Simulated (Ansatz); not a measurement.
Cells marked so need not be the phases stable at ambient conditions, and some may be hypothetical.

By PBEsol, each system below comes out a metal.

G/A = (e²/h) × open channels of both spins per area, as a mean over 0.1 eV about the Fermi level, without spin-orbit coupling, for the cells as given.

A. TiOs (Pm-3m, CsCl type, not sure to be the ambient phase, 2 atoms a cell, 14.7 Å³ an atom, -6 GPa at this level), current normal to (110)
B. ScPt (Pm-3m, CsCl type, not sure to be the ambient phase, 2 atoms a cell, 17.8 Å³ an atom, -4 GPa at this level), current normal to (001)
C. NbB₂ (P6/mmm, not sure to be the ambient phase, 3 atoms a cell, 9.3 Å³ an atom, -7 GPa at this level), current normal to (001)

Q: Order them by ballistic conductance per area (highest first) at the level Ansatz (a first-principles code) with PBEsol.

A: C (1.2 × 10¹⁵ S/m²), B (0.87 × 10¹⁵ S/m²), A (0.39 × 10¹⁵ S/m²)
